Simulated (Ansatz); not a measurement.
Take LiCl in the rock salt structure (space group Fm-3m, No. 225; a = 5.064 Å) as the base. Axes: x, y, z lie along the cube axes.

The values are results of Ansatz (a program for electronic structure) PBEsol, no spin-orbit coupling, not measurements.

Now apply this change: biaxial strain +2.00 %, plane normal [001], relaxed out of plane (Cartesian); in-plane vectors clamped, the third vector and the atoms free.

Task: Estimate the effect on the energy relative to the base, ratio −ε⊥/ε∥ and valence-band top at Γ.

Result: The energy goes up by 2.6 meV/atom; the ratio −ε⊥/ε∥ amounts to 0.63; the valence-band top at Γ (three highest levels, from the VBM) amounts to 0.00, 0.00, -0.10 eV.

The levels and masses belong to the bands next to the band gap. Whether these cells are dynamically stable was not tested.
